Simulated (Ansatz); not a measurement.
For TiZnO3 (P-1, No. 2, 10 atoms in the cell; start mp-635713), LDA (PAW; Ansatz, a first-principles code) gives:

```
Item                    Value
---------------  ------------
cohesive energy  6.52 eV/atom
band gap              3.23 eV
```

### Question
What does PBEsol in Ansatz (plane waves, PAW) give for the same quantities?

### Answer

- cohesive energy: 5.87 eV/atom (drops by 0.65 eV/atom)
- band gap: 3.24 eV (hardly moves)

Changes are worked out from the printed values.

Unless a cell is named, each level is at its own relaxed cell (LDA 13.56, PBEsol 14.08 Å³/atom).

Density-functional gaps are differences of (generalised) Kohn–Sham levels.

Caveats: the relaxation could not lower the start's symmetry, so the cell can be a saddle point above a distorted one (LDA, PBEsol). Ansatz's density-functional and Hartree–Fock values are scalar-relativistic unless marked +SOC, with PAW data made under PBE.

A start named mp-… is a Materials Project structure, which need not be a measured phase.
